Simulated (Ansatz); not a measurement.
The starting structures come from a database of crystals and need not be the phases stable at ambient conditions.

The decay constant κ of evanescent states in the gap governs leakage through a thin film.

Here is the system:

```
RhSbSe
1.0
    6.26145     0.00000     0.00000
    0.00000     6.26145     0.00000
    0.00000     0.00000     6.26145
Sb Rh Se
4 4 4
Direct
  0.12276   0.62276   0.12276
  0.37724   0.37724   0.62276
  0.62276   0.87724   0.87724
  0.87724   0.12276   0.37724
  0.49494   0.99494   0.49494
  0.00506   0.00506   0.99494
  0.99494   0.50506   0.50506
  0.50506   0.49494   0.00506
  0.87808   0.37808   0.87808
  0.62192   0.62192   0.37808
  0.37808   0.12192   0.12192
  0.12192   0.87808   0.62192
```

Space group of this cell: P2_13. The cell is taken as given; by r2SCAN its mean pressure is -2.3 GPa.

Transport runs along the normal of the first two printed cell vectors, the (001) plane of the conventional cell.

The gap is the functional's own. No spin-orbit coupling. Mid-gap values are interpolated on the energy grid.

Problem. Predict the band gap and the smallest decay constant κ at mid-gap from r2SCAN (Ansatz, a first-principles code).

Solution. Gap 0.86 eV on a 6×6×6 mesh; κ = 0.141 1/Å, at (0.000, 0.333) of the in-plane reciprocal vectors. At the zone centre, at the nearest computed energy, the slowest state has κ = 0.20 1/Å.
